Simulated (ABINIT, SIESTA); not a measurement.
An ABINIT input for a self-consistent single point of CdHClO (P6_3mc, 8 atoms in the cell) (DFT, PBEsol, plane waves, PAW (JTH v2.0 PBE PAW, files made for PBE)):

```
# CdHClO, JTH v2.0 PBE PAW
pp_dirpath "./"
pseudos "Cd.GGA_PBE-JTH.xml, H.GGA_PBE-JTH.xml, Cl.GGA_PBE-JTH.xml, O.GGA_PBE-JTH.xml"
acell 3*1.0
rprim
         7.0057837201    0.0000004333    0.0000000000
        -3.5028922353    6.0671864584    0.0000000000
         0.0000000000    0.0000000000   19.5443696117
natom 8
ntypat 4
znucl 48 1 17 8
typat 1 1 2 2 3 3 4 4
xcart
         1.8536504784    1.0702057556    5.0904430826
        -0.0000001324    2.1404112818   10.2616605826
         0.0000000000    0.0000000000    3.2932381527
         0.0000000000    0.0000000000    8.4644556527
         1.8536504784    1.0702057556    1.6107308269
        -0.0000001324    2.1404112818    6.7819483269
         0.0000000000    0.0000000000    4.2739078394
         0.0000000000    0.0000000000    9.4451253394
      Angstrom
ecut 30
pawecutdg 60
pawovlp -1
pawxcdev 0
ixc -116133
occopt 1
nband 29
kptopt 1
ngkpt 7 7 3
nshiftk 1
shiftk 0 0 0
nstep 60
tolvrs 1.0e-10
diemac 12
prtwf 0
prtden 0
prtvol 1
enunit 2
```

Question: Give the SIESTA input for the same structure, mesh, smearing and functional.

Answer: This is the input that was run; spellings and numerical settings could be chosen otherwise.

```
# files in the folder: Cd.psml H.psml Cl.psml O.psml (PseudoDojo PBEsol standard)
SystemName  CdHClO
SystemLabel cdhclo

NumberOfAtoms                8
NumberOfSpecies              4
%block ChemicalSpeciesLabel
  1 48 Cd
  2 1 H
  3 17 Cl
  4 8 O
%endblock ChemicalSpeciesLabel
LatticeConstant              1.0 Ang
%block LatticeVectors
     3.707301000    0.000000000    0.000000000
    -1.853651000    3.210617000    0.000000000
     0.000000000    0.000000000   10.342435000
%endblock LatticeVectors
AtomicCoordinatesFormat      Fractional
%block AtomicCoordinatesAndAtomicSpecies
     0.666667000    0.333333000    0.492190000  1
     0.333333000    0.666667000    0.992190000  1
     0.000000000    0.000000000    0.318420000  2
     0.000000000    0.000000000    0.818420000  2
     0.666667000    0.333333000    0.155740000  3
     0.333333000    0.666667000    0.655740000  3
     0.000000000    0.000000000    0.413240000  4
     0.000000000    0.000000000    0.913240000  4
%endblock AtomicCoordinatesAndAtomicSpecies

XC.functional                GGA
XC.authors                   PBEsol
PAO.BasisSize                DZP
PAO.EnergyShift              0.005 Ry
MeshCutoff                   350 Ry
%block kgrid.MonkhorstPack
    7   0   0  0.0
    0   7   0  0.0
    0   0   3  0.0
%endblock kgrid.MonkhorstPack
OccupationFunction           FD
ElectronicTemperature        10 K

MaxSCFIterations             150
SCF.Mixer.Method             Broyden
SCF.Mixer.Weight             0.1
SCF.Mixer.History            8
SCF.DM.Tolerance             1.0E-05
Diag.ParallelOverK           true
WriteForces                  true
```

Basis settings and potentials, where a program has them, do not carry over. This input uses DFT, GGA PBEsol, numerical atomic orbitals DZP, PseudoDojo PBEsol standard norm-conserving potentials (rewritten from UPF to PSML).

The starting cell comes from a database of computed structures (which also holds hypothetical and non-ambient phases and stackings), without a prior relaxation at this level. Its lattice was rescaled by a random factor within 2.5 % of one.
